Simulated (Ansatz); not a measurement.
Base system: CuI (space group P-3m1, No. 164; a = 4.0947 Å, c = 7.2096 Å; a cell from a computed database, its experimental status unchecked; layered, stacked along the Cartesian z axis).

The values are results of r2SCAN+rVV10/PAW in Ansatz (a quantum-chemistry and plane-wave program), spin-orbit coupling left out, earlier PAW set, not measurements.

Base values:

| Property | Value |
|---|---|
| Density | 6.04 g/cm³ |
| Width of the top valence band | 0.72 eV |
| Electron mass | 0.18 mₑ along c, 0.28 mₑ across (at Γ) |

The change: full substitution Cu → Au; the structure is relaxed again.

Tabulated Pauling electronegativity and covalent radius: Cu 1.90, 1.32 Å; Au 2.54, 1.36 Å.

**Question.** What does the calculation give for the density after the change?

**Answer.** The density rises by 2.78 g/cm³ to 8.82 g/cm³.

**Question.** What does the calculation give for the width of the top valence band after the change?

**Answer.** The width of the top valence band increases by 0.11 eV, from 0.72 eV to 0.83 eV.

**Question.** Predict the new electron mass.

**Answer.** The electron mass goes from 0.18 mₑ along c, 0.28 mₑ across (at Γ) to 0.13 mₑ along c, 0.20 mₑ across (at Γ).

Spin-orbit coupling, missing from the scalar runs, can matter with Au and I. The levels and masses belong to the bands next to the band gap. Effective masses come from finite differences of ±0.01 Å⁻¹. Whether these cells are dynamically stable was not tested. As relaxed here, AuI is a hypothetical phase, not in the database extracts checked. The final runs are not spin-polarised. This is not the structure that CuI has at room temperature and ambient pressure.
